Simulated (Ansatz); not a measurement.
## CoSi2, pressure series

Consider CoSi₂ (space group Fm-3m, No. 225; a = 5.3149 Å; non-magnetic).

Cell and atoms are relaxed at each pressure.

Method: r2SCAN, PAW, 500 eV (Ansatz, a program for electronic structure; spin-orbit coupling left out).

Notes on the quantities. enthalpy: H = E + PV relative to the base's energy.

```csv
change,enthalpy,density,shortest interatomic distance
base,–,5.09 g/cm³,230.1 pm
pressure −2 GPa,-0.16 eV/atom,5.04 g/cm³,230.9 pm
pressure −1 GPa,-0.08 eV/atom,5.07 g/cm³,230.5 pm
pressure 1.8 GPa,+0.14 eV/atom,5.14 g/cm³,229.5 pm
pressure 4.2 GPa,+0.32 eV/atom,5.20 g/cm³,228.6 pm
pressure 9 GPa,+0.69 eV/atom,5.31 g/cm³,227.0 pm
pressure 18 GPa,+1.35 eV/atom,5.50 g/cm³,224.3 pm
pressure 30 GPa,+2.20 eV/atom,5.73 g/cm³,221.3 pm
pressure 45 GPa,+3.22 eV/atom,5.98 g/cm³,218.2 pm
pressure 60 GPa,+4.20 eV/atom,…,…
```

Some entries are withheld; estimate them.


- pressure 60 GPa, density: 6.21 g/cm³
- pressure 60 GPa, shortest interatomic distance: 215.5 pm

Load acts through the strain it causes; cell and atoms are relaxed under it. Stability against distortions was not tested. Competing high-pressure phases were not computed. Starting moments died away, wholly or in part, for the base; another magnetic solution may exist. All final runs are without spin polarisation. An odd electron count without spin: CoSi2.
